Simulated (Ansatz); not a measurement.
We consider TePt (model structure, within 0.1 Å of Pm-3m, No. 221, 2 atoms in the cell), described by r²SCAN (Ansatz, a first-principles code, plane waves, PAW).

Numerical settings: plane-wave cutoff 560 eV, 18×18×14 k mesh (along the axes of the cell as run), Fermi–Dirac smearing 0.05 eV, scalar-relativistic PAW data made under PBE.

Cell (relaxed at this level):

PtTe is modelled in the cubic space group Pm-3m (No. 221), the CsCl type structure, Pearson symbol cP2. Cell: a = b = c = 3.4271 Å, α = β = γ = 90.00°. Pt on 1a sees 8 Te at 2.968 Å (cubic). Te on 1b is surrounded by 8 Pt at 2.968 Å and 6 Te at 3.427 Å. (Neighbours: up to the widest gap in distance over summed covalent radii, below 1.35, at either atom; cation-cation and far metal-metal contacts left out.)

What does this level give for the bulk modulus B0?


- bulk modulus B0: 134 GPa

The run finds no gap.

Note: the bulk modulus is −V dP/dV from two relaxed cells at ±2 % in volume.

Spin–orbit coupling is not included; it can open a gap where bands touch, and shift volumes and moduli.

The result took roughly 9 core-minutes.

A model structure was made by putting elements into a prototype or built by hand; it is no filed structure, need not be a known phase, and can be a saddle point held by its symmetry.
